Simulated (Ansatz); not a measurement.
Take BN in the h-BN type structure (space group P6_3/mmc, No. 194; a = 2.501 Å, c = 6.526 Å; layered, stacked along the Cartesian z axis) as the base.

Method: r2SCAN+rVV10 in Ansatz (plane waves to 500 eV, PAW, without spin-orbit coupling).

One change was made to it. Results:

The band gap decreases by 0.144 eV, from 4.74 eV to 4.59 eV; the density grows by 0.37 g/cm³ (2.33 g/cm³ → 2.70 g/cm³); the c/a ratio drops by 0.308 (2.610 → 2.302).

Problem. What was done to the base?
A) pressure 5 GPa
B) pressure 1.5 GPa
C) pressure 10 GPa

Solution. C, pressure 10 GPa. For comparison, the band gap in the other runs: pressure 1.5 GPa gives 4.69 eV; pressure 5 GPa gives 4.65 eV.

Load acts through the strain it causes; cell and atoms are relaxed under it. No phonon test of stability was made. Competing high-pressure phases were not computed.

Ansatz is an electronic-structure program.
